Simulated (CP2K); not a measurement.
Checking a run of CP2K on Ge3Bi4O12 (I-43d, 38 atoms in the cell). The aim is a self-consistent single point with DFT LDA (Pade form), GPW, DZVP-MOLOPT-SR-GTH basis, GTH-PADE potentials (GTH_POTENTIALS).

Input:

```
&GLOBAL
  PROJECT calc
  RUN_TYPE ENERGY_FORCE
  PRINT_LEVEL MEDIUM
&END GLOBAL
&FORCE_EVAL
  METHOD Quickstep
  STRESS_TENSOR ANALYTICAL
  &DFT
    BASIS_SET_FILE_NAME BASIS_MOLOPT
    POTENTIAL_FILE_NAME GTH_POTENTIALS
    CHARGE -2
    &QS
      METHOD GPW
      EPS_DEFAULT 1E-11
    &END QS
    &MGRID
      CUTOFF 450
      REL_CUTOFF 60
      NGRIDS 4
    &END MGRID
    &SCF
      SCF_GUESS ATOMIC
      EPS_SCF 1E-6
      MAX_SCF 100
      ADDED_MOS 33
      &DIAGONALIZATION
        ALGORITHM STANDARD
      &END DIAGONALIZATION
      &MIXING
        METHOD BROYDEN_MIXING
        ALPHA 0.4
        NBUFFER 8
      &END MIXING
      &SMEAR ON
        METHOD FERMI_DIRAC
        ELECTRONIC_TEMPERATURE [K] 580.23
      &END SMEAR
    &END SCF
    &KPOINTS
      SCHEME MONKHORST-PACK 2 2 2
      GAMMA_CENTERED T
    &END KPOINTS
    &XC
      &XC_FUNCTIONAL PADE
      &END XC_FUNCTIONAL
    &END XC
    &PRINT
      &MO
        EIGENVALUES T
        OCCUPATION_NUMBERS T
        NDIGITS 8
        FILENAME mo
        &EACH
          QS_SCF 0
        &END EACH
        ADD_LAST NUMERIC
      &END MO
      &MULLIKEN ON
      &END MULLIKEN
    &END PRINT
  &END DFT
  &SUBSYS
    &CELL
      A 9.09881800 0.00000000 0.00000000
      B -3.03293900 8.57844800 0.00000000
      C -3.03293900 -4.28922400 7.42915400
      PERIODIC XYZ
    &END CELL
    &COORD
      SCALED
      Ge       0.87500000     0.25000000     0.12500000
      Ge       0.75000000     0.37500000     0.62500000
      Ge       0.62500000     0.75000000     0.37500000
      Ge       0.25000000     0.12500000     0.87500000
      Ge       0.12500000     0.87500000     0.25000000
      Ge       0.37500000     0.62500000     0.75000000
      Bi       0.50000000     0.00000000     0.66970000
      Bi       0.00000000     0.16970000     0.50000000
      Bi       0.83030000     0.83030000     0.83030000
      Bi       0.16970000     0.50000000     0.00000000
      Bi       0.00000000     0.66970000     0.50000000
      Bi       0.50000000     0.00000000     0.16970000
      Bi       0.66970000     0.50000000     0.00000000
      Bi       0.33030000     0.33030000     0.33030000
      O        0.69623000     0.33609000     0.78186000
      O        0.66391000     0.94577000     0.36014000
      O        0.05423000     0.91437000     0.71814000
      O        0.08563000     0.30377000     0.13986000
      O        0.80377000     0.58563000     0.63986000
      O        0.83609000     0.19623000     0.28186000
      O        0.44577000     0.16391000     0.86014000
      O        0.41437000     0.55423000     0.21814000
      O        0.78186000     0.69623000     0.33609000
      O        0.36014000     0.66391000     0.94577000
      O        0.71814000     0.05423000     0.91437000
      O        0.13986000     0.08563000     0.30377000
      O        0.63986000     0.80377000     0.58563000
      O        0.28186000     0.83609000     0.19623000
      O        0.86014000     0.44577000     0.16391000
      O        0.21814000     0.41437000     0.55423000
      O        0.33609000     0.78186000     0.69623000
      O        0.94577000     0.36014000     0.66391000
      O        0.91437000     0.71814000     0.05423000
      O        0.30377000     0.13986000     0.08563000
      O        0.58563000     0.63986000     0.80377000
      O        0.19623000     0.28186000     0.83609000
      O        0.16391000     0.86014000     0.44577000
      O        0.55423000     0.21814000     0.41437000
    &END COORD
    &KIND Ge
      BASIS_SET DZVP-MOLOPT-SR-GTH-q4
      POTENTIAL GTH-PADE-q4
    &END KIND
    &KIND Bi
      BASIS_SET DZVP-MOLOPT-SR-GTH-q5
      POTENTIAL GTH-PADE-q5
    &END KIND
    &KIND O
      BASIS_SET DZVP-MOLOPT-SR-GTH-q6
      POTENTIAL GTH-PADE-q6
    &END KIND
  &END SUBSYS
  &PRINT
    &FORCES ON
    &END FORCES
    &STRESS_TENSOR ON
    &END STRESS_TENSOR
  &END PRINT
&END FORCE_EVAL
```

Output, abridged:

```
 GLOBAL| Method name                                                        CP2K
 GLOBAL| Project name                                                       calc
 GLOBAL| Run type                                                   ENERGY_FORCE

   [... lines left out ...]
 BRILLOUIN|     4           0.12500        0.00000        0.50000        0.50000
 BRILLOUIN|     5           0.12500        0.50000        0.00000        0.00000
 BRILLOUIN|     6           0.12500        0.50000        0.00000        0.50000
 BRILLOUIN|     7           0.12500        0.50000        0.50000        0.00000
 BRILLOUIN|     8           0.12500        0.50000        0.50000        0.50000
 *******************************************************************************

 Extrapolation method: initial_guess

 Re-scaling the density matrix to get the right number of electrons
                  # Electrons              Trace(P)               Scaling factor
                          210               208.000                        1.010

 Number of electrons:                                                        210
 Number of occupied orbitals:                                                105
 Number of molecular orbitals:                                               138

 Number of orbital functions:                                                494
 Number of independent orbital functions:                                    494
 SCF WAVEFUNCTION OPTIMIZATION

  Step     Update method      Time    Convergence         Total energy    Change
     1 NoMix/Diag. 0.40E+00      -     1.25632599      -454.2136216836 -4.54E+02
     2 Broy./Diag. 0.40E+00      -     0.30251488      -430.1402901917  2.41E+01
     3 Broy./Diag. 0.40E+00      -     0.03195819      -461.8763895961 -3.17E+01
     4 Broy./Diag. 0.40E+00      -     0.02699024      -453.5933260522  8.28E+00
     5 Broy./Diag. 0.40E+00      -     0.00223318      -453.4206204984  1.73E-01
     6 Broy./Diag. 0.40E+00      -     0.00115247      -453.1643893785  2.56E-01
     7 Broy./Diag. 0.40E+00      -     0.00016941      -453.2019984330 -3.76E-02
     8 Broy./Diag. 0.40E+00      -     0.00004685      -453.1930873464  8.91E-03
     9 Broy./Diag. 0.40E+00      -     0.00000711      -453.1986649212 -5.58E-03
    10 Broy./Diag. 0.40E+00      -     0.00000186      -453.1982524480  4.12E-04
    11 Broy./Diag. 0.40E+00      -     0.00000085      -453.1984061664 -1.54E-04
  *** SCF run converged in    11 steps ***

  Overlap energy of the core charge distribution:               0.00000396879872
  Self energy of the core charge distribution:              -1127.69128489993409
  Core Hamiltonian energy:                                    312.57361241454237
  Hartree energy:                                             463.78958277179186
  Exchange-correlation energy:                               -101.86430861052168
  Electronic entropic energy:                                  -0.00601181801315
  Fermi energy:                                                 0.23855655576146

  Total energy:                                              -453.19840616637151
  Total energy (extrapolated to T->0):                       -453.19540025736495

   [... lines left out ...]
 STRESS|                        x                   y                   z
 STRESS|      x        4.77978327572E+04  -3.56105390928E-02  -5.36747618628E-02
 STRESS|      y       -3.56105390928E-02   4.77978041226E+04  -4.09300083101E-03
 STRESS|      z       -5.36747618628E-02  -4.09300083101E-03   4.77977493757E+04
 STRESS| 1/3 Trace                                             4.77977954185E+04
```

**Question.** Can these results be used? Check the input.

**Answer.** The run is not sound. The fault is an unintended net charge. A charged periodic cell changes the electron count and is neutralised by a uniform background, so energy, forces and pressure belong to another system. To fix it, remove the charge. The run converged in 11 iterations without an error; against the sound input the pressure goes from -3.57 to 4.78 GPa, the largest force moves little (0.513 to 0.506 eV/Å) and no clean gap remains on the mesh (levels overlap or are partly filled), against 3.66 eV before.

The sound input it was made from differs as follows (other fixes are possible):
```diff
-    CHARGE -2
```

With that input, the run converged in 11 iterations: free energy E − TS -12345.0284 eV; top of the valence band (on the code's own zero) 2.85 eV; gap on the k-point mesh 3.66 eV; pressure -3.57 GPa; largest force (vector length) 0.513 eV/Å (DFT LDA (Pade form), GPW, DZVP-MOLOPT-SR-GTH basis, GTH-PADE potentials (GTH_POTENTIALS)).

On the sound input: the starting cell comes from a database of computed structures (which also holds hypothetical and non-ambient phases and stackings), without a prior relaxation at this level. Spin-orbit coupling is off. Values carry the incompleteness of an atom-centred basis. With a pressure of about -4 GPa the cell is away from its equilibrium volume at this level.
